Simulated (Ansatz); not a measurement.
# CuI under a change: uniaxial strain ε_zz = +1.50 %

Base system: CuI in the zinc blende structure (space group F-43m, No. 216; a = 6.023 Å). Axes: x, y, z lie along the cube axes.

One thing is altered: the cell is stretched by 1.50 % along z with no lateral relaxation, atoms relaxed at fixed cell.

All numbers come from r2SCAN, PAW, 500 eV (Ansatz, a first-principles code; no spin-orbit coupling). Settings: 10×10×10 k-points, 0.05 eV Fermi–Dirac smearing.

```tsv
quantity	base	changed	shift
volume per atom	27.31 Å³	27.72 Å³	+0.41 Å³
space group	F-43m (No. 216)	I-4m2 (No. 119)	–
shortest interatomic distance	2.608 Å	2.621 Å	+0.013 Å
energy relative to the base (free energy F)	0 meV/atom	+1.1 meV/atom	+1.1 meV/atom
pressure (mean of the normal stresses, compression positive)	0.00 GPa	-0.63 GPa	-0.63 GPa
band gap	1.67 eV	1.62 eV	-0.05 eV
gap character	direct at Γ	direct at Γ	–
electron mass	0.18 mₑ (at Γ)	0.18 mₑ (at Γ)	–
valence-band top at Γ (three highest levels, from the VBM)	0.00, 0.00, 0.00 eV	0.00, 0.00, -0.03 eV	–
valley order (the lowest conduction-band minima on the path, energy above the VBM, named in the base's zone)	Γ 1.67 eV; L along ⟨111⟩ 2.57 eV; X along ⟨100⟩ 2.90 eV	Γ 1.62 eV; L along [111] 2.54 eV; X along [010] 2.90 eV; X along [001] 2.97 eV	–
stress (xx, yy, zz, yz, xz, xy; compression positive)	–	(-0.54, -0.54, -0.82, 0.00, 0.00, 0.00) GPa	–
```

Spin-orbit coupling, missing from the scalar runs, can matter with I. Masses are band curvatures over ±0.01 Å⁻¹ around the edge. Whether these cells are dynamically stable was not tested. All final runs are without spin polarisation. Labels are those of the standard path for the cell's own space group.
